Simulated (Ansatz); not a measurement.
The reference is PbTe in the rock salt structure (space group Fm-3m, No. 225).

```xyz
2
Lattice="0.0000 3.2672 3.2672 3.2672 0.0000 3.2672 3.2672 3.2672 0.0000" Properties=species:S:1:pos:R:3 pbc="T T T"
Te     3.2672     3.2672     3.2672
Pb     0.0000     0.0000     0.0000
```

Cartesian axes are those of the cell as printed.

Level of theory: r2SCAN in Ansatz (plane waves to 500 eV, PAW, scalar-relativistic without spin-orbit coupling).

For the base:

Pressure: 0.00 GPa
Band gap: 1.09 eV
Smallest direct gap: 1.09 eV

Modification: biaxial strain −1.25 %, plane normal [111], relaxed out of plane (Cartesian); in-plane vectors clamped, the third vector and the atoms free.

### Question
Predict the new pressure, band gap and smallest direct gap.

### Answer
The pressure (mean of the normal stresses, compression positive) goes from zero to 0.54 GPa; the band gap decreases by 0.21 eV (1.09 eV → 0.88 eV); the smallest direct gap falls by 0.06 eV to 1.03 eV.

With Pb and Te present, leaving out spin-orbit coupling can change the band edges. No phonon test of stability was made.

Ansatz is an electronic-structure program.
